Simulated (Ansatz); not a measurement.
The reference is CsAuF$_{4}$ (space group Immm, No. 71; a cell from a computed database, its experimental status unchecked).

```yaml
crystal:
  lattice:
    - [-2.74739, 3.35062, 6.23143]
    - [2.74739, -3.35062, 6.23143]
    - [2.74739, 3.35062, -6.23143]
  atoms:
    - { symbol: Cs, position: [0.21679, 0.71679, 0.50000] }
    - { symbol: Cs, position: [0.78321, 0.28321, 0.50000] }
    - { symbol: Au, position: [0.50000, 0.50000, 0.00000] }
    - { symbol: Au, position: [0.00000, 0.00000, 0.00000] }
    - { symbol: F, position: [0.21235, 0.50000, 0.71235] }
    - { symbol: F, position: [0.78765, 0.50000, 0.28765] }
    - { symbol: F, position: [0.34496, 0.34496, 0.00000] }
    - { symbol: F, position: [0.65504, 0.65504, 0.00000] }
    - { symbol: F, position: [0.68904, 0.88791, 0.80113] }
    - { symbol: F, position: [0.31096, 0.11209, 0.19887] }
    - { symbol: F, position: [0.08677, 0.88791, 0.19887] }
    - { symbol: F, position: [0.91323, 0.11209, 0.80113] }
```

Calculations: Ansatz (a quantum-chemistry and plane-wave program) PBEsol, spin-orbit coupling left out.

For the base:

| Property | Value |
|---|---|
| Smallest direct gap | 2.70 eV |
| Band gap | 2.57 eV |
| Density | 5.87 g/cm³ |

Modification: cell and atoms relaxed at a pressure of 2.1 GPa.

### Question
What does the calculation give for the smallest direct gap after the change?

### Answer
The smallest direct gap shrinks by 0.143 eV to 2.55 eV.

### Question
What happens to the band gap?

### Answer
The band gap falls by 0.226 eV, from 2.57 eV to 2.35 eV.

### Question
What does the calculation give for the density after the change?

### Answer
The density increases by 0.581 g/cm³ (5.87 g/cm³ → 6.46 g/cm³).

Spin-orbit coupling, missing from the scalar runs, can matter with Au. Load acts through the strain it causes; cell and atoms are relaxed under it. Whether these cells are dynamically stable was not tested.
